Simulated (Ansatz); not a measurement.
## Al2O3, pressure series

The parent structure is Al₂O₃ in the corundum structure (space group R-3c, No. 167).

Space group R-3c, hexagonal axes (No. 167); a = b = 4.774 Å, c = 13.015 Å, α = β = 90.00°, γ = 120.00°

| atom | site | symmetry | x | y | z |
|---|---|---|---|---|---|
| Al | 12c | 3. | 0.0000 | 0.0000 | 0.1479 |
| O | 18e | .2 | 0.3059 | 0.3059 | 0.2500 |
(The calculation used a cell of 10 atoms; values per cell refer to that cell.)

Cell and atoms are relaxed at each pressure.

Level of theory: plane-wave PAW DFT at the PBEsol level (Ansatz, a program for electronic structure, 420 eV), scalar-relativistic without spin-orbit coupling.

Two rows of this table had their results exchanged by mistake.

| pressure | volume per atom (Å³) | shortest distance (Å) | band gap |
|---|---|---|---|
| pressure −2 GPa | 8.63 | 1.867 | 5.93 eV |
| pressure −1 GPa | 8.60 | 1.864 | 5.98 eV |
| pressure 0.9 GPa | 8.53 | 1.859 | 6.07 eV |
| pressure 2.1 GPa | 8.49 | 1.856 | 6.13 eV |
| pressure 4.5 GPa | 8.10 | 1.827 | 6.70 eV |
| pressure 9 GPa | 8.27 | 1.840 | 6.45 eV |
| pressure 15 GPa | 8.41 | 1.850 | 6.24 eV |
| pressure 22.5 GPa | 7.91 | 1.812 | 7.00 eV |
| pressure 30 GPa | 7.74 | 1.799 | 7.28 eV |

Task: Which two?

Result: The rows for pressure 4.5 GPa and pressure 15 GPa: the volume has to fall steadily with pressure, so 8.41 Å³ belongs to pressure 4.5 GPa and 8.10 Å³ to pressure 15 GPa.

Load acts through the strain it causes; cell and atoms are relaxed under it. Whether these cells are dynamically stable was not tested. Competing high-pressure phases were not computed.
